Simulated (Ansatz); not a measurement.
The starting structures come from a database of crystals and need not be the phases stable at ambient conditions.

The decay constant κ of evanescent states in the gap governs leakage through a thin film.

Given:

```xyz
5
Lattice="3.9821 0.0000 0.0000 -1.9910 3.4486 0.0000 0.0000 0.0000 6.8239" Properties=species:S:1:pos:R:3 pbc="T T T"
Na     0.0000     0.0000     0.1785
Li     0.0000     2.2990     2.4337
Zn     1.9910     1.1495     4.1737
S      0.0000     2.2990     5.0074
S      1.9910     1.1495     1.8543
```

Space group of this cell: P3m1. The cell is taken as given; by r2SCAN its mean pressure is -1.4 GPa.

Transport runs along the normal of the first two printed cell vectors, the (001) plane of the conventional cell.

The gap is the functional's own. No spin-orbit coupling. Mid-gap values are interpolated on the energy grid.

Problem. State the band gap and the smallest decay constant κ at mid-gap according to r2SCAN run with Ansatz (a first-principles code).

Solution. Gap 2.37 eV on a 12×12×6 mesh; κ = 0.211 1/Å, at the zone centre.
